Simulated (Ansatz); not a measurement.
The parent structure is Si in the diamond structure (space group Fd-3m, No. 227; a = 5.4443 Å).

The values are results of DFT with r2SCAN, PAW potentials and a 500 eV plane-wave cutoff in Ansatz (an electronic-structure program), scalar-relativistic without spin-orbit coupling, not measurements.

Before the change:

| Quantity | Value |
|---|---|
| Band gap | 0.78 eV |

Modification: the cell is scaled by 1.0100 in all directions, atoms relaxed at fixed cell.

Question: What happens to the band gap?

Answer: The band gap grows by 0.05 eV (0.78 eV → 0.83 eV).

Question: Predict the new energy relative to the base.

Answer: The energy grows by 5.3 meV/atom.

The cells carry an imposed strain or load. No phonon test of stability was made.
